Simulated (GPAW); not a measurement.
GPAW run on MoPt2 (Imm2, 3 atoms in the cell): self-consistent single point.

Method: PBEsol, GPAW PAW datasets PBEsol (made by gpaw-setup) (plane waves; GPAW).

The change in words: lattice scaled by 0.98. Reference geometry:
```yaml
crystal:
  lattice:
    - [-1.38564, 1.99198, 4.17727]
    - [1.38564, -1.99198, 4.17727]
    - [1.38564, 1.99198, -4.17727]
  atoms:
    - { symbol: Mo, position: [0.00598, 0.00598, 0.00000] }
    - { symbol: Pt, position: [0.66334, 0.66334, 0.00000] }
    - { symbol: Pt, position: [0.33666, 0.33666, 0.00000] }
```

Reference input (self-consistent single point, DFT PBEsol, plane waves, GPAW PAW datasets PBEsol (made by gpaw-setup)): mode = pw; ecut = 550 eV; xc = PBEsol; kpts = 7 7 7; mesh shift (steps) = 0 0 0; occupations.name = methfessel-paxton; occupations.width = 0.1 eV; occupations.order = 0; nbands = -9; convergence.density = 1e-05 e/electron; convergence.energy = 1e-05 eV/electron; symmetry.symmorphic = false. This run's input differs from it in these lines:

```diff
@@ -5,8 +5,8 @@
 atoms = Atoms(['Mo', 'Pt', 'Pt'],
-              cell=[[-1.385644, 1.991980, 4.177267],
-                    [1.385644, -1.991980, 4.177267],
-                    [1.385644, 1.991980, -4.177267]],
-              positions=[[-0.000000, 0.000000, 0.050002],
-                         [0.000000, -0.000000, 5.541897],
-                         [-0.000000, -0.000000, 2.812637]],
+              cell=[[-1.357931, 1.952140, 4.093722],
+                    [1.357931, -1.952140, 4.093722],
+                    [1.357931, 1.952140, -4.093722]],
+              positions=[[-0.000000, -0.000000, 0.049002],
+                         [0.000000, -0.000000, 5.431059],
+                         [0.000000, -0.000000, 2.756385]],
               pbc=True)
```

Output, abridged:

```
     iter     time        total  log10-change:
                         energy   eigst   dens
iter:   1 --:--:--   -29.861822
iter:   2 --:--:--   -29.567056   -0.87  -1.32
iter:   3 --:--:--   -28.126816   -0.88  -1.34
iter:   4 --:--:--   -27.910886   -2.17  -1.86
iter:   5 --:--:--   -27.804748   -2.17  -1.80
   [... 4 lines left out ...]
iter:  10 --:--:--   -27.774953   -4.53  -2.94
iter:  11 --:--:--   -27.775038   -5.54  -2.82
iter:  12 --:--:--   -27.774152   -4.05  -2.81
iter:  13 --:--:--   -27.774520   -4.57  -3.20
iter:  14 --:--:--   -27.774492c  -5.26  -3.39
iter:  15 --:--:--   -27.774412c  -5.81  -3.45
iter:  16 --:--:--   -27.774370c  -6.01  -3.57
iter:  17 --:--:--   -27.774353c  -5.83  -3.73
iter:  18 --:--:--   -27.774345c  -6.05  -3.92
iter:  19 --:--:--   -27.774337c  -6.75  -3.98
iter:  20 --:--:--   -27.774337c  -7.36  -4.19
iter:  21 --:--:--   -27.774338c  -7.40c -4.30
iter:  22 --:--:--   -27.774338c  -7.27  -4.43
iter:  23 --:--:--   -27.774337c  -7.78c -4.57
iter:  24 --:--:--   -27.774337c  -8.36c -4.68
iter:  25 --:--:--   -27.774337c  -8.34c -4.77
iter:  26 --:--:--   -27.774337c  -8.87c -4.78
iter:  27 --:--:--   -27.774336c  -8.16c -4.80
iter:  28 --:--:--   -27.774337c  -8.57c -5.04c
Converged after 28 iterations.

Dipole moment: (0.053743, -0.077260, -1.015325) |e|*Ang

Energy contributions relative to reference atoms: (reference = -1110545.893237)

Kinetic:        -19.296872
Potential:      +10.833141
External:        +0.000000
XC:             -17.922711
Entropy (-ST):   -0.014184
Local:           -1.380803
SIC:             +0.000000
--------------------------
Free energy:    -27.781429
Extrapolated:   -27.774337

Showing only first 2 kpts
 Kpt  Band  Eigenvalues  Occupancy
  0    21     11.62208    2.00000
  0    22     12.58846    2.00000
  0    23     12.87678    2.00000
  0    24     14.79561    0.00000

  1    21     12.72561    2.00000
  1    22     13.46905    1.99999
  1    23     14.52731    0.00000
  1    24     15.42668    0.00000

Fermi level: 13.77603

No gap
No difference between direct/indirect transitions
Energy (eV): -27.774337

Forces in eV/Ang:
  0 Mo    0.00000    0.00000   -0.48460
  1 Pt    0.00000    0.00000    0.35754
  2 Pt    0.00000    0.00000    0.12700

Stress tensor:
    -0.065261    -0.000000     0.000000
    -0.000000    -0.045560     0.000000
     0.000000     0.000000    -0.052779
Stress (GPa, Voigt): [-10.456   -7.2995  -8.4561   0.       0.      -0.    ]
```

The run converged in 28 iterations. GPAW prints stress with tension positive. Against the reference run the free energy falls by 4.1 meV/atom, the pressure goes from -9.29 to 8.74 GPa and the largest force goes from 0.323 to 0.485 eV/Å.

The starting cell comes from a database of computed structures (which also holds hypothetical and non-ambient phases and stackings), without a prior relaxation at this level. Its lattice was rescaled by up to half a per cent. One atom was moved a little off its site on purpose. For this run, on top of that: lattice scaled by 0.98. Spin polarisation is off. With a pressure of about 9 GPa the cell is away from its equilibrium volume at this level.

Cost on one core of a shared machine: roughly 3 min.
